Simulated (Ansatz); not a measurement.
BN (P6_3mc) under uniaxial stress along c (compression positive): electron mass along z by r2SCAN, rigid bands (plane waves, PAW, scalar-relativistic; Ansatz, a program for electronic structure). The unloaded cell, whose axes the loads refer to:

Space group P6₃mc (No. 186); a = b = 2.5410 Å, c = 4.2033 Å, α = β = 90.00°, γ = 120.00°

```
atom  site  symmetry       x       y       z
----  ----  --------  ------  ------  ------
B       2b       3m.  0.3333  0.6667  0.0003
N       2b       3m.  0.3333  0.6667  0.3747
```

| uniaxial stress along c (compression positive) (GPa) | volume per atom (Å³) | electron mass along z (mₑ) |
|---|---|---|
| -36 | 6.09 | 0.319 |
| -18 | 5.97 | 0.307 |
| -9 | 5.92 | ? |
| 0 | 5.88 | 0.298 |
| 9 | 5.83 | 0.295 |
| 18 | 5.79 | 0.291 |
| 36 | 5.71 | 0.285 |

Problem. Fit a straight line to ln(electron mass along z) against the load over the rows given, and predict the row at -9 GPa.

Solution. The means are x̄ = 1.500 GPa and ȳ = -1.2074; Σ(x − x̄)(y − ȳ) = -5.141 and Σ(x − x̄)² = 3308, so the slope is -0.155 % per GPa, and the rows given lie within 0.66 % of the line. At -9 GPa the line gives 0.304 mₑ; the calculation gives 0.302 mₑ, 0.62 % from it.

Masses are for dilute carriers at 300 K, harmonic means over directions unless an axis is named. Spin-orbit coupling is left out. Stresses and pressures are the targets of the relaxation. The structure type is held at every load. Geometry: cell and atoms relaxed with PBEsol.
